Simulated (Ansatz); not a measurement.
The reference is PtSe2 in the CdI2 type structure (space group P-3m1, No. 164; a = 3.772 Å, c = 4.818 Å; layered).

Level of theory: PBE-D3(BJ) (Ansatz, a quantum-chemistry and plane-wave program; PAW; 420 eV plane waves; no SOC).

Base values:

```
Property               Value
-------------------  -------
Lattice parameter a  3.772 Å
c/a ratio              1.277
```

Now apply this change: cell and atoms relaxed at a pressure of 15 GPa.

Problem. Estimate the effect on the lattice parameter a and c/a ratio.

Solution. The lattice parameter a drops by 0.0817 Å to 3.691 Å; the c/a ratio decreases by 0.0936 (1.277 → 1.184).

Load acts through the strain it causes; cell and atoms are relaxed under it. No phonon test of stability was made. Competing high-pressure phases were not computed. The final runs are not spin-polarised.
